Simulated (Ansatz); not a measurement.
# SiC: pressure 7.5 GPa

The reference is SiC in the wurtzite structure (space group P6_3mc, No. 186; a = 3.092 Å, c = 5.074 Å).

Modification: cell and atoms relaxed at a pressure of 7.5 GPa.

Level of theory: PBE/PAW in Ansatz (a program for electronic structure), spin-orbit coupling left out, earlier PAW set. Γ-centred 12×12×7 mesh, Fermi–Dirac width 0.05 eV.

* **Volume per atom**: 10.16 Å³ (base 10.50 Å³)
* **Shortest interatomic distance**: 1.873 Å (base 1.893 Å)
* **Enthalpy H = E + PV relative to the base's energy**: +0.48 eV/atom
* **Band gap**: 2.25 eV (base 2.31 eV)
* **Gap character**: indirect, Γ → K (base indirect, Γ → K)
* **Smallest direct gap**: 4.01 eV (base 3.95 eV)
* **Mean gap deformation potential ΔEg/Δln V**: +1.8 eV
* **Width of the top valence band**: 3.94 eV (base 3.85 eV)
* **Electron mass**: 0.26 mₑ along c, 0.43 mₑ across (at K) (base 0.27 mₑ along c, 0.44 mₑ across (at K))
* **Valence-band top at Γ (three highest levels, from the VBM)**: 0.00, 0.00, -0.11 eV (base 0.00, 0.00, -0.11 eV)

Final structure:

```yaml
crystal:
  lattice:
    - [3.05853, 0.00000, 0.00000]
    - [-1.52927, 2.64877, 0.00000]
    - [0.00000, 0.00000, 5.01812]
  atoms:
    - { symbol: Si, position: [0.66667, 0.33333, 0.00050] }
    - { symbol: Si, position: [0.33333, 0.66667, 0.50050] }
    - { symbol: C, position: [0.66667, 0.33333, 0.62470] }
    - { symbol: C, position: [0.33333, 0.66667, 0.12470] }
```

Load acts through the strain it causes; cell and atoms are relaxed under it. Effective masses come from finite differences of ±0.01 Å⁻¹. Whether these cells are dynamically stable was not tested. No other phases were tried under pressure.
